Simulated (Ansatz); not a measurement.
Take Ru in the hcp (Mg type) structure (space group P6_3/mmc, No. 194; a = 2.7219 Å, c = 4.2940 Å; relaxed with 0.1 eV smearing) as the base. Axes: x lies along a and z along c of the hexagonal cell.

Computed with Ansatz (a first-principles code) PBE, no spin-orbit coupling.

One thing is altered: every lattice vector is shortened by 1.00 %, atoms relaxed at fixed cell.

Predict the stress tensor and what it implies for the stiffness.

Stress of the strained cell less that of the base (GPa, compression positive):
```
    9.9     0.0     0.0
    0.0     9.9     0.0
    0.0     0.0    10.5
```

Then B = −ΔP/(ΔV/V₀) with ΔV/V₀ = -0.0297 gives secant stiffness values (nonlinear terms included at this strain): B (at held cell shape, above the free-shape value) ≈ 340 GPa.

As a check, the harmonic strain energy −½ V₀ Δσ:ε is 13 meV/atom; the computed energy rise is 13 meV/atom.

Stability against distortions was not tested. All final runs are without spin polarisation.
